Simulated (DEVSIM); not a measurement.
abrupt Si p-n junction

Device: abrupt Si p-n junction, at 300 K.

```tsv
layer (left to right)	material	thickness (μm)	Nd (cm⁻³)	Na (cm⁻³)	τn (s)	τp (s)
1	Si	0.220	-	6.3e16	6.1e-7	6.1e-7
2	Si	250	4.7e14	-	6.1e-7	6.1e-7
```

Left contact: ohmic. Right contact: ohmic. Voltage is applied to the left contact. Recombination: SRH at mid-gap, radiative, Auger. Mobility is constant in doping.

This is a model device: material constants are rounded textbook-type values typed into the input, and sizes, dopings and lifetimes were drawn at random. Values at 300 K.

```tsv
parameter	Si
gap (eV)	1.124
affinity (eV)	4.05
permittivity	11.7
Nc (cm⁻³)	2.86e19
Nv (cm⁻³)	3.1e19
μn (cm²/Vs)	1417
μp (cm²/Vs)	470
B (cm³/s)	4.7e-15
Cn (cm⁶/s)	2.8e-31
Cp (cm⁶/s)	9.9e-32
```

DEVSIM, 1D drift-diffusion, Boltzmann statistics, complete ionisation; no tunnelling, impact ionisation, image-force lowering or self-heating.

```yaml
potential_step_across_the_device_at_zero_bias: 0.679 V
largest_field_in_the_device_at_zero_bias: 16000 V/cm
Dark forward voltage at 1 A/cm²: 0.756 V
```

Dark reverse current:

| V (V) | J (A/cm²) |
|---|---|
| -0.10 | -3.0e-8 |
| -0.25 | -5.7e-8 |
| -0.50 | -9.4e-8 |
| -0.75 | -1.3e-7 |
| -1.00 | -1.5e-7 |
| -1.50 | -2.0e-7 |
| -2.00 | -2.4e-7 |
| -2.50 | -2.8e-7 |
| -3.25 | -3.3e-7 |
| -4.00 | -3.7e-7 |
| -5.00 | -4.3e-7 |

Small-signal capacitance in reverse bias (quasi-static):

| V (V) | C (nF/cm²) |
|---|---|
| -0.1 | 7.49 |
| -0.25 | 6.77 |
| -0.5 | 5.93 |
| -0.75 | 5.35 |
| -1 | 4.91 |
| -1.5 | 4.28 |
| -2 | 3.85 |
| -2.5 | 3.52 |
| -3.25 | 3.16 |
| -4 | 2.89 |
| -5 | 2.62 |
